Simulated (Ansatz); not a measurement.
## Sr3AsN (Pm-3m, No. 221, 5 atoms in the cell; start mp-1013555)

Calculation: PBEsol (PAW; Ansatz, a quantum-chemistry and plane-wave program).

Settings: plane-wave cutoff 520 eV, 8×8×8 k mesh, Fermi–Dirac smearing 0.01 eV, scalar-relativistic PAW data made under PBE.

Cell (relaxed with PBEsol):

```cif
data_AsNSr3
_chemical_formula_sum 'Sr3 As1 N1'
_space_group_name_H-M_alt 'Pm-3m'
_space_group_IT_number 221
_space_group_name_Hall '-P 4 2 3'
_cell_length_a 5.04126
_cell_length_b 5.04126
_cell_length_c 5.04126
_cell_angle_alpha 90.000
_cell_angle_beta 90.000
_cell_angle_gamma 90.000
loop_
_atom_site_label
_atom_site_type_symbol
_atom_site_symmetry_multiplicity
_atom_site_Wyckoff_symbol
_atom_site_fract_x
_atom_site_fract_y
_atom_site_fract_z
_atom_site_occupancy
Sr1 Sr 3 c 0.00000 0.50000 0.50000 1
As1 As 1 a 0.00000 0.00000 0.00000 1
N1 N 1 b 0.50000 0.50000 0.50000 1
```

```json
{
  "band_gap": "0.38 eV"
}
```

Spin–orbit coupling is not included.

Static lattice: no zero-point or thermal effects.

A start named mp-… is a Materials Project structure, which need not be a measured phase.
